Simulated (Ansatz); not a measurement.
## LaBi (Fm-3m, No. 225, 2 atoms in the cell; start mp-22926)

Level of theory: PBEsol in Ansatz (PAW).

Run with plane-wave cutoff 520 eV, 14×14×14 k mesh, Fermi–Dirac smearing 0.05 eV, scalar-relativistic PAW data made under PBE.

Cell (relaxed at this level):

```yaml
crystal:
  lattice:
    - [0.00000, 3.27847, 3.27847]
    - [3.27847, 0.00000, 3.27847]
    - [3.27847, 3.27847, 0.00000]
  atoms:
    - { symbol: La, position: [0.50000, 0.50000, 0.50000] }
    - { symbol: Bi, position: [0.00000, 0.00000, 0.00000] }
```

For LaBi (Fm-3m, No. 225, 2 atoms in the cell; start mp-22926), the band gap comes out as none and the bulk modulus B0 comes out as 52.7 GPa.

Note: the relaxation could not lower the start's symmetry, so the cell can be a saddle point above a distorted one; the bulk modulus is −V dP/dV from two relaxed cells at ±2 % in volume.

Spin–orbit coupling is not included; it can shift volumes and moduli of such heavy elements.

Computed values are for the static lattice.

The result took around 50 core-seconds (rough).

A start named mp-… is a Materials Project structure, which need not be a measured phase.

Ansatz is a quantum-chemistry and plane-wave program.
